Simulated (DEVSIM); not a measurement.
System: Schottky contact on n-type GaN, at 250 K.

Layer 1 from the left is GaN, thickness (μm) 3.10, Nd (cm⁻³) 3.6e16, τn (s) 3.7e-8, τp (s) 1.1e-6.

Left contact: Schottky, work function 5.44 eV, emission velocity 1.7e6 cm/s. Right contact: ohmic. Voltage is applied to the left contact. Recombination: SRH at mid-gap, Auger. Mobility is μmin + (μ − μmin)/(1 + (N/Nref)^α).

Constants are typed, rounded textbook-type inputs, not results; the design itself was drawn at random and stands for no fabricated device. Values at 300 K; Nc and Nv go as T^1.5, mobilities as T to minus their exponent, the gap by Varshni's rule with the affinity fixed.

GaN: gap (eV) 3.43, affinity (eV) 4.1, permittivity 9.5, Nc (cm⁻³) 2.3e18, Nv (cm⁻³) 4.6e19, μn (cm²/Vs) 1200, μp (cm²/Vs) 100, μn,min 55, μp,min 3, Nref,n 2e17, Nref,p 3e17, αn 1, αp 2, T exponent of μn 1.5, T exponent of μp 2, Cn (cm⁶/s) 1e-30, Cp (cm⁶/s) 1e-30, Varshni α (eV/K) 0.00091, Varshni β (K) 830.

Q: Estimate by hand the built-in potential, the peak field at zero bias, the capacitance at -3 V, and compare with a numerical solution.

A: 
- Built-in potential: barrier φB = 1.340 eV; Vbi = φB − kT/q ln(N_band/N) = 1.256 V; numerical 1.256 V.
- Peak field at zero bias: depletion approximation: W = √(2εVbi/(qN)) = 0.191 μm with N = 3.60e16 cm⁻³; field = 2Vbi/W = 131000 V/cm; numerical 130000 V/cm (estimate above by 1.1 %).
- Capacitance at -3 V: C = √(qεN / 2(Vbi + |V|)) = 23.9 nF/cm²; numerical 23.9 nF/cm².

Model (solved in DEVSIM): 1D drift-diffusion, Boltzmann statistics, complete ionisation; no tunnelling, impact ionisation, image-force lowering or self-heating. Metal contacts follow the ideal Schottky-Mott rule: no Fermi-level pinning, no interface dipoles.
